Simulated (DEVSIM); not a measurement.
System: illuminated Ge n-on-p cell, one wavelength, at 300 K.

```tsv
layer (left to right)	material	thickness (μm)	Nd (cm⁻³)	Na (cm⁻³)	τn (s)	τp (s)	absorption coefficient (cm⁻¹)
1	Ge	0.0600	1.3e18	-	5.1e-6	7.7e-6	700
2	Ge	150	-	3e15	1.3e-5	1.3e-5	700
```

Left contact: ohmic, minority hole recombination velocity 10000 cm/s. Right contact: ohmic, minority electron recombination velocity 80000 cm/s. Voltage is applied to the left contact. Recombination: SRH at mid-gap, radiative, Auger. Light enters at the left, 1.1e18 photons cm⁻² s⁻¹, one pass, no reflection. Mobility is μmin + (μ − μmin)/(1 + (N/Nref)^α).

This is a model device: material constants are rounded textbook-type values typed into the input, and sizes, dopings and lifetimes were drawn at random. Values at 300 K.

| parameter | Ge |
|---|---|
| gap (eV) | 0.664 |
| affinity (eV) | 4 |
| permittivity | 16 |
| Nc (cm⁻³) | 1.04e19 |
| Nv (cm⁻³) | 6e18 |
| μn (cm²/Vs) | 3900 |
| μp (cm²/Vs) | 1900 |
| μn,min | 150 |
| μp,min | 100 |
| Nref,n | 2.6e17 |
| Nref,p | 4e17 |
| αn | 0.56 |
| αp | 0.6 |
| B (cm³/s) | 6.4e-14 |
| Cn (cm⁶/s) | 1e-31 |
| Cp (cm⁶/s) | 1e-31 |

Model (solved in DEVSIM): 1D drift-diffusion, Boltzmann statistics, complete ionisation; no tunnelling, impact ionisation, image-force lowering or self-heating.

The photon flux was swept, all else fixed.

| photon flux (cm^-2 s^-1) | share of generated pairs collected at short circuit | short-circuit current (mA/cm²) | fill factor | open-circuit voltage (V) |
|---|---|---|---|---|
| 3.3e16 | 0.910 | 4.81 | 0.48 | 0.091 |
| 1.1e17 | 0.910 | 16.0 | 0.53 | 0.122 |
| 3.3e17 | 0.911 | 48.2 | 0.57 | 0.150 |
| 1.1e18 | 0.914 | ? | 0.62 | ? |
| 3.3e18 | 0.921 | 487 | 0.64 | 0.208 |
| 1.1e19 | 0.944 | 1660 | 0.65 | 0.238 |
| 3.3e19 | 0.980 | 5180 | 0.63 | 0.264 |

**Question.** Complete the blanks.

**Answer.** 
- 1.1e18, short-circuit current (mA/cm²): 161
- 1.1e18, open-circuit voltage (V): 0.181
